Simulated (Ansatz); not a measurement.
We consider CsCl-type RuAl, described by rVV10 (Ansatz, a first-principles code, PAW).

Run with plane-wave cutoff 520 eV, 18×18×18 k mesh, Fermi–Dirac smearing 0.05 eV, no spin polarisation, scalar-relativistic PAW data made under PBE.

Equation-of-state points:

```json
[
 {"V (Å³/atom)": "12.922", "E − E_lowest (meV/atom)": "34.35", "P (GPa)": "14.10"},
 {"V (Å³/atom)": "13.197", "E − E_lowest (meV/atom)": "14.70", "P (GPa)": "8.89"},
 {"V (Å³/atom)": "13.472", "E − E_lowest (meV/atom)": "3.54", "P (GPa)": "4.20"},
 {"V (Å³/atom)": "13.747", "E − E_lowest (meV/atom)": "0.00", "P (GPa)": "0.00"},
 {"V (Å³/atom)": "14.022", "E − E_lowest (meV/atom)": "3.28", "P (GPa)": "-3.77"},
 {"V (Å³/atom)": "14.297", "E − E_lowest (meV/atom)": "12.70", "P (GPa)": "-7.15"},
 {"V (Å³/atom)": "14.572", "E − E_lowest (meV/atom)": "27.61", "P (GPa)": "-10.18"}
]
```

Problem. What bulk modulus B0 and pressure derivative B′ does a third-order Birch–Murnaghan fit give?

Solution. V0 = 13.747 Å³/atom, B0 = 199 GPa, B′ = 4.4 (fit to the energies at full precision).

Computed values are for the static lattice.
